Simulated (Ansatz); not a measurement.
Start from AlN in the zinc blende structure (space group F-43m, No. 216; a = 4.3698 Å).

The values are results of r2SCAN/PAW in Ansatz (an electronic-structure program), without spin-orbit coupling, not measurements.

One change was made to it. Results:

| quantity | base | after |
|---|---|---|
| lattice parameter a | 4.370 Å | 4.350 Å |
| electron mass | 0.51 mₑ along k, 0.33 mₑ across (at X) | 0.51 mₑ along k, 0.33 mₑ across (at X) |
| smallest direct gap | 4.84 eV | 4.97 eV |
| valley order (the lowest conduction-band minima on the path, energy above the VBM, named in the base's zone) | X along ⟨100⟩ 3.94 eV; Γ 4.84 eV | X along ⟨100⟩ 3.95 eV; Γ 4.97 eV |

Q: Which change produced these results?
A. pressure 0.7 GPa
B. pressure 10 GPa
C. pressure 3 GPa

A: C, pressure 3 GPa. For comparison, the valley order in the other runs: pressure 0.7 GPa gives X along ⟨100⟩ 3.94 eV; Γ 4.87 eV; pressure 10 GPa gives X along ⟨100⟩ 3.98 eV; Γ 5.25 eV.

Load acts through the strain it causes; cell and atoms are relaxed under it. Effective masses come from finite differences of ±0.01 Å⁻¹. Along k means along the line from Γ to the band edge. Whether these cells are dynamically stable was not tested. Tetrahedral semiconductors of this kind turn to denser phases somewhere between about 1 and 50 GPa; those were not computed, so compressed cells here can lie past the real transition. This is not the structure that AlN has at room temperature and ambient pressure.
